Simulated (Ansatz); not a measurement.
Take Mg$_{3}$Sb$_{2}$ (space group P-3m1, No. 164; a = 4.5959 Å, c = 7.2716 Å) as the base.

It is then changed as follows: the cell is scaled by 0.9777 in all directions; the atoms relax in the strained cell.

Computed with Ansatz (a first-principles code), PBE, PAW, cutoff 420 eV, without spin-orbit coupling.

Base, band edges from the VBM (valence, conduction): K -2.47, 0.28; H -0.97, 1.76; M -0.88, 0.38; L -1.50, 0.45; A -0.72, 1.75; Γ 0.00, 1.02 eV.

**Question.** Give the band edges at the high-symmetry points of the new zone, measured from its valence-band maximum.

**Answer.** 
```json
[
 {"point": "Γ", "valence edge (eV)": "0.00", "conduction edge (eV)": "1.31"},
 {"point": "M", "valence edge (eV)": "-0.94", "conduction edge (eV)": "0.34"},
 {"point": "K", "valence edge (eV)": "-2.67", "conduction edge (eV)": "0.19"},
 {"point": "A", "valence edge (eV)": "-0.81", "conduction edge (eV)": "1.82"},
 {"point": "L", "valence edge (eV)": "-1.64", "conduction edge (eV)": "0.54"},
 {"point": "H", "valence edge (eV)": "-1.05", "conduction edge (eV)": "1.77"}
]
```

The gap is 0.19 eV, indirect, Γ → K.

Spin-orbit coupling, missing from the scalar runs, can matter with Sb. Stability against distortions was not tested. The zero or small gap of Mg3Sb2 can change with the level of theory.
